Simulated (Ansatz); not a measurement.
**Carrier properties of PtS (P4_2/mmc)**

Here is the system:

```xyz
4
Lattice="3.4752 0.0000 0.0000 0.0000 3.4752 0.0000 0.0000 0.0000 6.0672" Properties=species:S:1:pos:R:3 pbc="T T T"
Pt     1.7376     0.0000     3.0336
Pt     0.0000     1.7376     0.0000
S      0.0000     0.0000     4.5504
S      0.0000     0.0000     1.5168
```

Level of theory: PBEsol, rigid bands (plane waves, PAW, scalar-relativistic; Ansatz, a quantum-chemistry and plane-wave program). Geometry: cell and atoms relaxed with PBEsol.

- band gap: 0.52 eV
- electron conductivity mass (300 K, dilute): 1.17 (x), 1.17 (y), 0.69 (z) mₑ
- effective density of states N_c (300 K): 2.9e19 cm⁻³
- density-of-states mass, electrons: 1.09 mₑ
- Seebeck coefficient, n-type 1e19 cm⁻³, 300 K: -340 μV/K
- best n-type power factor at 300 K for τ = 10 fs (best axis; densities from 1e16 to 1e21 cm⁻³ tried, whether or not they can be reached): 19.2 μW/(cm·K²) at 3e20 cm⁻³

Rigid bands; masses and Seebeck coefficients take one relaxation time τ for all states and one kind of carrier; polarons and phonon drag are left out. Spin-orbit coupling is left out; with 5d elements it also splits d-like band edges.

Formula and space group known from diffraction (Crystallography Open Database), not checked to be the room-temperature form: PtS (P4_2/mmc).
